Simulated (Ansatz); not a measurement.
# How far PBE and PBEsol part for hypothetical CsCl type NbAs, biaxial strain −0.26 %, plane normal [111], relaxed out of plane

The parent structure is NbAs in the CsCl type structure (space group Pm-3m, No. 221; a = 3.218 Å; a hypothetical phase, not in the database extracts checked; relaxed with 0.1 eV smearing). Axes: x, y, z lie along the cube axes.

(Cell as relaxed with PBE.)

Levels (all Ansatz, an electronic-structure program, PAW): PBE (420 eV, scalar-relativistic without spin-orbit coupling); PBEsol (420 eV, no spin-orbit coupling).

Each level relaxes its own structure.

| base | PBE | PBEsol |
|---|---|---|
| volume per atom | 16.66 Å³ | 16.09 Å³ |
| lattice parameter a | 3.218 Å | 3.181 Å |
| band gap | zero | zero |

One thing is altered: compressive biaxial strain of 0.26 % in the plane normal to [111], as in epitaxy on a mismatched substrate; the out-of-plane cell vector and the atoms relax.

```tsv
quantity	PBE	PBEsol
energy relative to the base (free energy F)	+0.2 meV/atom	+0.3 meV/atom
out-of-plane strain	+0.17 %	+0.16 %
```

The two differ in detail. Neither level is exact; PBEsol is the comparison here, not a measurement.

Stability against distortions was not tested. The final runs are not spin-polarised.
